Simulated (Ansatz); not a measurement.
System: interstitial Cu in wurtzite GaN (charge state +1). The step: several atoms move together, Cu the farthest; the atom moves 1.76 Å along (0.00, 0.52, -0.10) of the unit cell; the moving atom starts with neighbours 3 Ga at 2.38, 3 Ga at 2.42; 3 N at 2.01 Å and ends with Ga at 2.17, Ga at 2.32; N at 1.81, N at 1.88 Å. A PBE band in Ansatz (plane-wave PAW, one k-point at (0.125, 0.250, 0.250), 72 host sites, 37 SCF runs with any check of the saddle's order, static, no finite-size correction) gives a forward barrier of 0.60 eV. The saddle point's order was not checked. The charge state is imposed; whether it is stable for some Fermi level was not computed. Sites that were not tried may lie lower.

Single points at the band's start and saddle point can refine it. Rough cost of one point, in units of the band's mean SCF on the same machine:

| Level | Cost of one point |
|---|---|
| PBE, a 2×2×2 k-point mesh shifted by half a step along c | about 4 |
| r2SCAN at 500 eV, one k-point at (0.125, 0.250, 0.250) | about 2 |

Which of these move the barrier by more than 0.1 eV, and how far does each move it?

Not one does. PBE, a 2×2×2 k-point mesh shifted by half a step along c: -0.02 eV; r2SCAN at 500 eV, one k-point at (0.125, 0.250, 0.250): -0.04 eV. Each functional is compared with PBE at the same k-points.

Ansatz is a first-principles code.
